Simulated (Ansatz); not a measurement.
Tunnelling through a barrier is set by its complex band structure: the current falls as exp(−2κd) with the smallest κ.

Here is the system:

```
CELL_PARAMETERS angstrom
      3.12859     0.00000     0.00000
     -1.56430     2.70944     0.00000
      0.00000     0.00000     5.01696
ATOMIC_POSITIONS crystal
  Al 0.66667 0.33333 0.49929
  Al 0.33333 0.66667 0.99929
  N  0.66667 0.33333 0.88071
  N  0.33333 0.66667 0.38071
```

The cell is taken as given; by LDA it stands under a pressure of -7.9 GPa.

Transport runs along the normal of the first two printed cell vectors, the (001) plane of the conventional cell.

The gap is the functional's own. No spin-orbit coupling. Mid-gap values are those at the computed energy nearest the middle.

Task: Predict the band gap and the smallest decay constant κ at mid-gap from Ansatz (a quantum-chemistry and plane-wave program) with LDA.

Result: Gap 4.07 eV on a 12×12×6 mesh; κ = 0.262 1/Å, at the zone centre.
